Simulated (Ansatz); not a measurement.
**Ga2O3 (model structure, from the Bi2Te3 type, R-3m, No. 166): smallest direct gap on the k points sampled by level of theory**

No measured value is used here.

| level (code) | value (eV) |
|---|---|
| LDA (Ansatz) | (withheld) |
| PBEsol+SOC (Ansatz) | 2.31 |
| r²SCAN (Ansatz) | 2.96 |
| HSE06 (Ansatz) | 4.01 |
| r²SCAN0 (Ansatz) | 5.14 |

**Question.** Some entries are withheld; supply them.

**Answer.** 
- LDA (Ansatz, a quantum-chemistry and plane-wave program), value (eV): 2.26

Computed values are for a static lattice. Levels without +SOC have no spin–orbit coupling; where heavier elements are present it shifts gaps, mostly down, and can invert bands.  Values are at the PBE-D3(BJ) cell. Cutoffs and k meshes differ between the levels. Ansatz's density-functional and Hartree–Fock values are scalar-relativistic unless marked +SOC, with PAW data made under PBE.

A model structure was made by putting elements into a prototype or built by hand; it is no filed structure, need not be a known phase, and can be a saddle point held by its symmetry.
